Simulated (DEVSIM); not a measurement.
System: abrupt Ge p-n junction, at 300 K.

Layer 1 from the left is Ge, thickness (μm) 0.180, Na (cm⁻³) 3.3e16, τn (s) 0.00092, τp (s) 0.00092. Layer 2 from the left is Ge, thickness (μm) 0.540, Nd (cm⁻³) 9.3e14, τn (s) 0.00092, τp (s) 0.00092.

Left contact: ohmic. Right contact: ohmic. Voltage is applied to the left contact. Recombination: SRH at mid-gap. Mobility is μmin + (μ − μmin)/(1 + (N/Nref)^α).

The device is made up for the run: typed textbook-type constants, with dimensions and the other settings drawn at random. Values at 300 K.

Ge: gap (eV) 0.664, affinity (eV) 4, permittivity 16, Nc (cm⁻³) 1.04e19, Nv (cm⁻³) 6e18, μn (cm²/Vs) 3900, μp (cm²/Vs) 1900, μn,min 150, μp,min 100, Nref,n 2.6e17, Nref,p 4e17, αn 0.56, αp 0.6.

Model (solved in DEVSIM): 1D drift-diffusion, Boltzmann statistics, complete ionisation; no tunnelling, impact ionisation, image-force lowering or self-heating.

Task: What does the simulation give for the largest field in the device at zero bias, the potential step across the device at zero bias, the dark forward voltage at 100 A/cm²?

Result: largest field in the device at zero bias 10000 V/cm; potential step across the device at zero bias 0.289 V; dark forward voltage at 100 A/cm² 0.177 V.
